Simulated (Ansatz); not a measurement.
The reference is ZnS in the wurtzite structure (space group P6_3mc, No. 186).

```xyz
4
Lattice="3.7383 0.0000 0.0000 -1.8691 3.2374 0.0000 0.0000 0.0000 6.1429" Properties=species:S:1:pos:R:3 pbc="T T T"
Zn     0.0000     2.1583     0.0036
Zn     1.8691     1.0791     3.0751
S      0.0000     2.1583     2.2999
S      1.8691     1.0791     5.3714
```

Cartesian axes are those of the cell as printed.

The values are results of Kohn–Sham DFT with the LDA functional, run in Ansatz (a quantum-chemistry and plane-wave program) with PAW and 420 eV plane waves, spin-orbit coupling left out, not measurements.

Before the change:

The pressure comes out as 0.00 GPa and the gap character is direct at Γ.

Modification: the cell is compressed by 3.00 % along z with no lateral relaxation; the atoms relax in the strained cell.

Question: Predict the new pressure.

Answer: The pressure (mean of the normal stresses, compression positive) goes from zero to 2.88 GPa.

Question: How does this affect the gap character?

Answer: The gap character stays direct at Γ.

Question: How does this affect the largest internal atomic displacement?

Answer: The largest internal atomic displacement is 0.019 Å.

Whether these cells are dynamically stable was not tested.
